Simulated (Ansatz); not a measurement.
**Si3P4 (model structure, started from the Si3N4 type, Fd-3m, No. 227, 14 atoms in the cell): properties by level of theory**

```tsv
level (code)	lattice constant a (Å)	cohesive energy (eV/atom)
LDA (Ansatz)	9.763	4.84
PBE (Ansatz)	9.898	3.95
PBEsol (Ansatz)	9.815	4.40
PBE-D3(BJ) (Ansatz)	9.779	4.34
r²SCAN (Ansatz)	9.850	3.94
r²SCAN+rVV10 (Ansatz)	9.831	4.11
```

Ansatz's density-functional and Hartree–Fock values are scalar-relativistic unless marked +SOC, with PAW data made under PBE.

Free atoms are spin-polarised, in the lowest state found; at levels without +SOC their spin–orbit coupling is left out.

A model structure was made by putting elements into a prototype or built by hand; it is no filed structure, need not be a known phase, and can be a saddle point held by its symmetry.

Ansatz is an electronic-structure program.
